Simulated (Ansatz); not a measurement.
Levels about the gap of amorphous Hf₁₈O₄₁Nb₂ (61 atoms in a cell of 793 Å³, 8.49 g/cm³; zone centre alone, so wide bands show as single levels with stretches between that a denser mesh fills), at the geometry that PBE relaxed, where it gives -0.8 GPa on a denser mesh. Exact exchange is cut at the faces of this small cell, which leaves a finite-size error. The participation number counts the atoms over which a state spreads; weights are charges in smoothed Voronoi cells. The levels come from a single point, so bond lengths are those of that geometry. Method of the levels: HSE06, scalar-relativistic without spin-orbit coupling (Ansatz, a program for electronic structure). Sampling: the zone centre alone; Fermi-Dirac width 0.02 eV; no spin polarisation. At PBE the levels at both edges of the gap are localised (band-tail or defect states), and the nearest spread-out levels lie 3.9 eV apart at the zone centre.

Preparation: random packing, a CHGNet melt and quench, and a DFT relaxation. O atoms were pushed apart under 1.9 Å during the dynamics, to hinder bonds among them. The hot cell started wider than the set density and was brought back towards it in steps. It is the lowest in DFT energy of 2 quenches. It is a model cell: composition and starting density were chosen by hand, and all elements were melted together. No dispersion term was used. Its density started from a set value of 8.49 and ended at 8.49 g/cm³. The simulated quench (nominally 450 K/ps over its main leg) is rapid and tends to freeze in more defects than a deposited or slowly cooled glass has. A cell of this size samples the disorder only roughly. The volume was held where the preparation left it, at a PBE pressure of -0.8 GPa (tension). Stress components on the final sampling reach 1.7 GPa.

| E - E(highest filled), eV | filling | participation number | largest on | weight O | weight Nb | weight Hf |
|---|---|---|---|---|---|---|
| -0.25 | filled | 17.9 | O, 3 neighbours | 0.96 | 0.01 | 0.03 |
| -0.22 | filled | 14.0 | O, 3 neighbours | 0.95 | 0.00 | 0.05 |
| -0.15 | filled | 18.1 | O, 3 neighbours | 0.95 | 0.01 | 0.04 |
| -0.13 | filled | 21.0 | O, 3 neighbours | 0.96 | 0.01 | 0.04 |
| -0.08 | filled | 17.1 | O, 3 neighbours | 0.94 | 0.01 | 0.05 |
| -0.05 | filled | 11.3 | O, 3 neighbours | 0.96 | 0.00 | 0.04 |
| 0.00 | filled | 8.7 | O, 3 neighbours | 0.95 | 0.01 | 0.04 |
| 4.79 | empty | 3.0 | Nb, 7 neighbours | 0.32 | 0.58 | 0.10 |
| 5.17 | empty | 3.1 | Nb, 7 neighbours | 0.33 | 0.55 | 0.12 |
| 5.34 | empty | 3.3 | Nb, 5 neighbours | 0.34 | 0.55 | 0.11 |
| 5.40 | empty | 8.8 | Nb, 5 neighbours | 0.43 | 0.32 | 0.25 |
| 5.63 | empty | 13.7 | Nb, 5 neighbours | 0.40 | 0.24 | 0.36 |
| 5.69 | empty | 27.6 | Hf, 7 neighbours | 0.38 | 0.08 | 0.54 |
| 5.95 | empty | 27.8 | Nb, 5 neighbours | 0.37 | 0.16 | 0.48 |

Most localised among these is the empty level at +4.79 eV, on a Nb atom, which has 7 neighbours (O 1.88 Å, O 1.99 Å, O 2.09 Å, O 2.09 Å, O 2.10 Å, O 2.26 Å, O 2.30 Å).
